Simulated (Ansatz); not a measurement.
# ZnS (P6_3mc): band-edge transport data

Data:

```yaml
crystal:
  lattice:
    - [3.76775, 0.00000, 0.00000]
    - [-1.88388, 3.26297, 0.00000]
    - [0.00000, 0.00000, 6.30568]
  atoms:
    - { symbol: Zn, position: [0.33333, 0.66667, 0.00210] }
    - { symbol: Zn, position: [0.66667, 0.33333, 0.50210] }
    - { symbol: S, position: [0.33333, 0.66667, 0.37290] }
    - { symbol: S, position: [0.66667, 0.33333, 0.87290] }
```

Method: PBE with spin-orbit coupling, rigid bands (plane waves, PAW; Ansatz, a first-principles code). Condition of this run: uniaxial stress along c of -2 GPa (compression positive) (the target of the relaxation). Cell: cell and atoms relaxed with PBEsol, then loaded as said.

```
Quantity                                                                                                                                                            Value
---------------------------------------------------------------------------------------------------------------------------------------  --------------------------------
band gap                                                                                                                                                          2.17 eV
electron conductivity mass (300 K, dilute)                                                                                               0.21 (x), 0.21 (y), 0.164 (z) mₑ
hole conductivity mass (300 K, dilute)                                                                                                    0.98 (x), 0.98 (y), 1.63 (z) mₑ
effective density of states N_c (300 K)                                                                                                                       2.0e18 cm⁻³
effective density of states N_v (300 K)                                                                                                                       3.2e19 cm⁻³
density-of-states mass, electrons                                                                                                                                0.187 mₑ
density-of-states mass, holes                                                                                                                                     1.17 mₑ
Seebeck coefficient, n-type 1e19 cm⁻³, 300 K                                                                                                                    -110 μV/K
Seebeck coefficient, p-type 1e19 cm⁻³, 300 K                                                                                                                     356 μV/K
best p-type power factor at 300 K for τ = 10 fs (best axis; densities from 1e16 to 1e21 cm⁻³ tried, whether or not they can be reached)       9.3 μW/(cm·K²) at 3e20 cm⁻³
```

Rigid bands; masses and Seebeck coefficients take one relaxation time τ for all states and one kind of carrier; polarons and phonon drag are left out. Geometry: cell and atoms relaxed with PBEsol.
